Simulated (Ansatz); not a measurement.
Ansatz (a program for electronic structure) run on K2CrCuI6 (Fm-3m, 10 atoms in the cell): relaxation of the atoms.

Method: PBE (plane waves, PAW; Ansatz).

```yaml
crystal:
  lattice:
    - [0.00000, 5.42633, 5.42633]
    - [5.42633, 0.00000, 5.42633]
    - [5.42633, 5.42633, 0.00000]
  atoms:
    - { symbol: K, position: [0.25000, 0.25000, 0.25000] }
    - { symbol: K, position: [0.75000, 0.75000, 0.75000] }
    - { symbol: Cu, position: [0.50000, 0.50000, 0.50000] }
    - { symbol: Cr, position: [0.00000, 0.00000, 0.00000], spin: 3.0 }
    - { symbol: I, position: [0.74910, 0.25090, 0.25090] }
    - { symbol: I, position: [0.25090, 0.74910, 0.74910] }
    - { symbol: I, position: [0.25090, 0.74910, 0.25090] }
    - { symbol: I, position: [0.74910, 0.25090, 0.74910] }
    - { symbol: I, position: [0.25090, 0.25090, 0.74910] }
    - { symbol: I, position: [0.74910, 0.74910, 0.25090] }
```
(The spins are starting values, not results.)

Reference input (self-consistent single point, DFT, PBE, plane waves, default PAW files): kpoints.mp_grid.grid = 3 3 3; hamiltonian.xc = pbe; hamiltonian.pseudopotentials = {kind: paw} (the program's default PAW files); magnetization.spin_polarized = true; scf.occupations.method = gaussian; scf.occupations.width = 0.05 eV. This run's input differs from it in these lines:

```diff
@@ -26,2 +26,3 @@
   occupations: { method: gaussian, width: 0.05 }
+relax: {}
 output:
```

The program printed (abridged):

```
   [... SCF lines of the steps left out ...]
relax step   1: F+E_penalty+E_count = -58162.25590425 eV  Δ(F+E_penalty+E_count) = +0.000e0 eV  max|allowed force component| = 3.284e-1 eV/Å  Δτ_max = 0.0000 Å  (14 SCF iters, dr2 threshold 2.50e-6 eV, accepted)
relax step   2: F+E_penalty+E_count = -58162.27198166 eV  Δ(F+E_penalty+E_count) = -1.608e-2 eV  max|allowed force component| = 2.093e-1 eV/Å  Δτ_max = 0.0441 Å  (9 SCF iters, dr2 threshold 6.74e-6 eV, accepted)
relax step   3: F+E_penalty+E_count = -58162.28263168 eV  Δ(F+E_penalty+E_count) = -1.065e-2 eV  max|allowed force component| = 1.661e-3 eV/Å  Δτ_max = 0.0171 Å  (9 SCF iters, dr2 threshold 2.74e-6 eV, accepted)
relax step   4: F+E_penalty+E_count = -58162.28263167 eV  Δ(F+E_penalty+E_count) = +1.361e-8 eV  max|allowed force component| = 1.606e-3 eV/Å  Δτ_max = 0.0000 Å  (2 SCF iters, accepted)
the relaxation is at rest under the 48 symmetry operations that the run kept from its start: a minimum is not shown …
the relaxation's final electronic state is not compared with the one that a single-point calculation of its input finds at the relaxed geometry …
Stability not checked: this state was not tested for a lower state beside it, because too few of the mixer's solves of this state at the end of the SCF gave a …
Magnetization: 3.0001 μB (78.0000 up, 75.0000 down)
   [... lines left out ...]
Absolute magnetization: 3.8160 μB (∫|ρ↑−ρ↓|, with the PAW one-centre terms)
Free energy (F): -58162.282632 eV
Fermi energy:    6.905264 eV
   [... lines left out ...]
    - { symbol: I, position: [0.24841894155258848, 0.7515810584474115, 0.24841894155258848] }
    - { symbol: I, position: [0.7515810584474117, 0.24841894155258826, 0.7515810584474116] }
    - { symbol: I, position: [0.2484189415525885, 0.2484189415525885, 0.7515810584474115] }
    - { symbol: I, position: [0.7515810584474117, 0.7515810584474117, 0.24841894155258826] }
```

The run converged. 

Summary of the result:
- Free energy E − TS (on the zero of these files): -58162.2826 eV
- Pressure: 3.74 GPa
- Largest force (vector length): 0.002 eV/Å
- Size of the cell's spin moment: 3.00 μB
- Relaxation steps: 4

The starting cell was generated: these elements placed on a structure prototype, without a prior relaxation; it need not be a known phase or ordering of this composition. With one magnetic atom in the cell only a parallel order is possible. The relaxation keeps the symmetry of its start, so its end need not be a minimum. Ansatz's pressure includes its estimate of the finite-basis (Pulay) stress.

Cost on one core of a shared machine: roughly 2 min.

Keys are those of Ansatz 0.2.
